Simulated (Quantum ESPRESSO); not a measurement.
Worked example: self-consistent single point of BaSi3Pd (I4mm, 5 atoms in the cell) in Quantum ESPRESSO.

Method of the run: LDA (PZ), GBRV 1.5 ultrasoft (LDA) pseudopotentials (plane waves; Quantum ESPRESSO 7.5).

The change in words: lattice scaled by 0.98. Reference geometry:
```
CELL_PARAMETERS angstrom
      2.25519    -2.25519     5.21217
      2.25519     2.25519     5.21217
     -2.25519    -2.25519     5.21217
ATOMIC_POSITIONS crystal
  Ba 0.00000 0.61547 0.61547
  Si 0.00000 0.00061 0.00061
  Si 0.50000 0.86917 0.36917
  Si 0.50000 0.36917 0.86917
  Pd 0.00000 0.26227 0.26227
```

Reference input (self-consistent single point, DFT, LDA (PZ), plane waves, GBRV 1.5 ultrasoft (LDA) pseudopotentials): ecutwfc = 40 Ry; ecutrho = 320 Ry; occupations = smearing; smearing = fermi-dirac; degauss = 0.0073499 Ry; potentials = {Ba: ba_lda_v1.uspp.F.UPF, Si: si_lda_v1.uspp.F.UPF, Pd: pd_lda_v1.4.uspp.F.UPF}; K_POINTS = automatic 8 8 8 0 0 0; conv_thr = 1e-10 Ry. This run's input differs from it in these lines:

```diff
@@ -10,4 +10,4 @@
    ibrav = 7,
-   A = 4.5103860000,
-   C = 10.4243360000,
+   A = 4.4201780000,
+   C = 10.2158500000,
    nat = 5,
```

Output, abridged:

```
     Self-consistent Calculation

     iteration #  1     ecut=    40.00 Ry     beta= 0.70

     negative rho (up, down):  1.594E-01 0.000E+00

     total energy              =    -294.92632786 Ry
     estimated scf accuracy    <       4.53693407 Ry

     iteration #  2     ecut=    40.00 Ry     beta= 0.70

     negative rho (up, down):  1.635E-01 0.000E+00

     total energy              =    -297.10795449 Ry
     estimated scf accuracy    <      14.45945881 Ry

     iteration #  3     ecut=    40.00 Ry     beta= 0.70

     negative rho (up, down):  1.641E-01 0.000E+00

     total energy              =    -298.17742167 Ry
     estimated scf accuracy    <       1.43249356 Ry

   [... 8 blocks of this kind left out ...]

     iteration # 12     ecut=    40.00 Ry     beta= 0.70

     negative rho (up, down):  1.633E-01 0.000E+00

     total energy              =    -298.25169381 Ry
     estimated scf accuracy    <          2.6E-09 Ry

     iteration # 13     ecut=    40.00 Ry     beta= 0.70

     negative rho (up, down):  1.633E-01 0.000E+00
     End of self-consistent calculation

     the Fermi energy is    10.6680 ev

!    total energy              =    -298.25169381 Ry
     estimated scf accuracy    <          6.0E-12 Ry
     smearing contrib. (-TS)   =      -0.00461571 Ry
     internal energy E=F+TS    =    -298.24707810 Ry

     convergence has been achieved in  13 iterations

     negative rho (up, down):  1.633E-01 0.000E+00

     Forces acting on atoms (cartesian axes, Ry/au):

     atom    1 type  1   force =     0.00000000    0.00000000   -0.00276345
     atom    2 type  2   force =     0.00000000    0.00000000    0.00827138
     atom    3 type  2   force =     0.00000000    0.00000000   -0.00306318
     atom    4 type  2   force =     0.00000000    0.00000000   -0.00306318
     atom    5 type  3   force =     0.00000000    0.00000000    0.00061843

     Total force =     0.009757     Total SCF correction =     0.000005

     negative rho (up, down):  1.633E-01 0.000E+00
          total   stress  (Ry/bohr**3)                   (kbar)     P=      -43.36
  -0.00028373   0.00000000   0.00000000          -41.74        0.00        0.00
   0.00000000  -0.00028373  -0.00000000            0.00      -41.74       -0.00
   0.00000000  -0.00000000  -0.00031676            0.00       -0.00      -46.60

   JOB DONE.
```

The run converged in 13 iterations. Against the reference run the free energy goes down by 50.4 meV/atom, the pressure goes from -8.46 to -4.34 GPa and the largest force goes from 0.296 to 0.213 eV/Å.

The starting cell comes from a database of computed structures (which also holds hypothetical and non-ambient phases and stackings), without a prior relaxation at this level. Its lattice was rescaled by a random factor within 2.5 % of one. For this run, on top of that: lattice scaled by 0.98. Spin polarisation is off. With a pressure of about -4 GPa the cell is away from its equilibrium volume at this level.

Cost on one core of a shared machine: roughly 5 min.
